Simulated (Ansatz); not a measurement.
# Pressure series in Se

The parent structure is Se (space group P3_121, No. 152; made of chains).

```yaml
crystal:
  lattice:
    - [4.52940, 0.00000, 0.00000]
    - [-2.26470, 3.92257, 0.00000]
    - [0.00000, 0.00000, 5.04244]
  atoms:
    - { symbol: Se, position: [0.21841, 0.00000, 0.83333] }
    - { symbol: Se, position: [0.00000, 0.21841, 0.16667] }
    - { symbol: Se, position: [0.78159, 0.78159, 0.50000] }
```

Cell and atoms are relaxed at each pressure.

Level of theory: Kohn–Sham DFT with the PBE functional, run in Ansatz (a program for electronic structure) with PAW and 420 eV plane waves, without spin-orbit coupling, earlier PAW set.

For the base:

```
Quantity   Result
--------  -------
Band gap  1.04 eV
```

Question: The aim is a band gap between 0.23 eV and 0.28 eV. Which of these changes reaches it?
A) pressure 1.5 GPa
B) pressure 5 GPa
C) pressure 10 GPa
D) pressure 0.3 GPa
E) pressure 3 GPa

Answer: B, pressure 5 GPa. It gives 0.26 eV; pressure 3 GPa gives 0.42 eV; pressure 1.5 GPa gives 0.62 eV; pressure 0.3 GPa gives 0.91 eV; pressure 10 GPa gives zero. Changes not listed may reach it too

From pressure 10 GPa on, the axis ratios lie over 15 % from the base's, so the cell there is far from its starting form. Load acts through the strain it causes; cell and atoms are relaxed under it. No phonon test of stability was made. No other phases were tried under pressure. No dispersion term is included, though the crystal is made of layers, chains or molecules, so its spacings can come out too wide. Gaps under 0.05 eV, about the width of the smearing, are given as zero. A zero or small gap of Se under pressure 5 GPa and Se under pressure 10 GPa can be the functional's error rather than a property of the material.
